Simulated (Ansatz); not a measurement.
## Effect of Ga → Al on GaAs

Base system: GaAs in the zinc blende structure (space group F-43m, No. 216; a = 5.6594 Å).

Perturbation: full substitution Ga → Al, then cell and atoms are relaxed.

The values are results of DFT with PBEsol, PAW potentials and a 420 eV plane-wave cutoff in Ansatz (a program for electronic structure), without spin-orbit coupling, earlier PAW set, not measurements. k-mesh 10×10×10 (Γ-centred); smearing 0.05 eV (Fermi–Dirac).

* **Volume per atom**: 22.84 Å³ (base 22.66 Å³)
* **Density**: 3.70 g/cm³ (base 5.30 g/cm³)
* **Space group**: F-43m (No. 216) (base F-43m (No. 216))
* **Shortest interatomic distance**: 2.457 Å (base 2.451 Å)
* **Band gap**: 1.34 eV (base 0.42 eV)
* **Gap character**: indirect, Γ → X (base direct at Γ)
* **Electron mass**: 0.86 mₑ along k, 0.23 mₑ across (at X) (base 0.025 mₑ (at Γ))
* **Hole mass (degenerate bands, along [100])**: 0.11, 0.48, 0.48 mₑ (at Γ) (base 0.025, 0.34, 0.34 mₑ (at Γ))

Final structure:

```yaml
crystal:
  lattice:
    - [0.00000, 2.83718, 2.83718]
    - [2.83718, 0.00000, 2.83718]
    - [2.83718, 2.83718, 0.00000]
  atoms:
    - { symbol: As, position: [0.75000, 0.75000, 0.75000] }
    - { symbol: Al, position: [0.00000, 0.00000, 0.00000] }
```

Masses are band curvatures over ±0.01 Å⁻¹ around the edge. Along k means along the line from Γ to the band edge. Whether these cells are dynamically stable was not tested.
